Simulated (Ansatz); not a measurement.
The reference is MoP in the CsCl type structure (space group Pm-3m, No. 221; a = 3.004 Å; a hypothetical phase, not in the database extracts checked; relaxed with 0.1 eV smearing).

(Cell as relaxed with PBE.)

Levels (all Ansatz, a quantum-chemistry and plane-wave program, PAW): PBE (420 eV, no spin-orbit coupling); PBEsol (420 eV, spin-orbit coupling left out).

Each level relaxes its own structure.

```json
[
 {"base": "volume per atom", "PBE": "13.55 Å³", "PBEsol": "13.17 Å³"},
 {"base": "lattice parameter a", "PBE": "3.004 Å", "PBEsol": "2.975 Å"},
 {"base": "band gap", "PBE": "zero", "PBEsol": "zero"}
]
```

One thing is altered: an isotropic linear strain of −1.47 %; the atoms relax in the strained cell.

```csv
quantity,PBE,PBEsol
energy relative to the base (free energy F),+20 meV/atom,+21 meV/atom
pressure,11.4 GPa,12.5 GPa
```

PBE's energy relative to the base lies 1.3 meV/atom below PBEsol's; PBE's pressure lies 1.1 GPa below PBEsol's. Neither level is exact; PBEsol is the comparison here, not a measurement.

No phonon test of stability was made. All final runs are without spin polarisation. An odd electron count without spin: MoP.
